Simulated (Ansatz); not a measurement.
Start from ZrS$_{2}$ in the CdI2 type structure (space group P-3m1, No. 164; a = 3.635 Å, c = 5.720 Å; layered, stacked along the Cartesian z axis).

The values are results of PBE-D3(BJ)/PAW in Ansatz (a quantum-chemistry and plane-wave program), without spin-orbit coupling, not measurements.

One change was made to it. Results:

| quantity | base | after |
|---|---|---|
| band gap | 0.66 eV | zero |
| density | 3.94 g/cm³ | 5.17 g/cm³ |

Problem. What was done to the base?
A. pressure 22.5 GPa
B. pressure 0.9 GPa
C. pressure 4.5 GPa

Solution. A, pressure 22.5 GPa. For comparison, the band gap in the other runs: pressure 0.9 GPa gives 0.54 eV; pressure 4.5 GPa gives 0.18 eV.

The mesh was chosen for an insulator and is coarse for the gapless case. Load acts through the strain it causes; cell and atoms are relaxed under it. No phonon test of stability was made. Competing high-pressure phases were not computed. All final runs are without spin polarisation. A zero or small gap of ZrS2 under pressure 22.5 GPa and ZrS2 under pressure 4.5 GPa can be the functional's error rather than a property of the material.
